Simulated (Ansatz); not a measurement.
Base system: TiSi2 (space group Cmcm, No. 63; a = 3.515 Å, b = 13.348 Å, c = 3.557 Å).

Perturbation: a hydrostatic pressure of 3 GPa.

Levels (all Ansatz, an electronic-structure program, PAW): PBEsol (420 eV, no spin-orbit coupling); r2SCAN (500 eV, no spin-orbit coupling).

The geometry is relaxed with PBEsol.

- PBEsol pressure = 3.0 GPa

### Question
What does r2SCAN give at this geometry for the pressure?

### Answer
The pressure increases by 2.2 GPa (3.0 GPa → 5.2 GPa).

Single points use the geometry relaxed with PBEsol. Their cutoffs differ, which shifts pressures a little. Load acts through the strain it causes; cell and atoms are relaxed under it. Stability against distortions was not tested. All final runs are without spin polarisation.
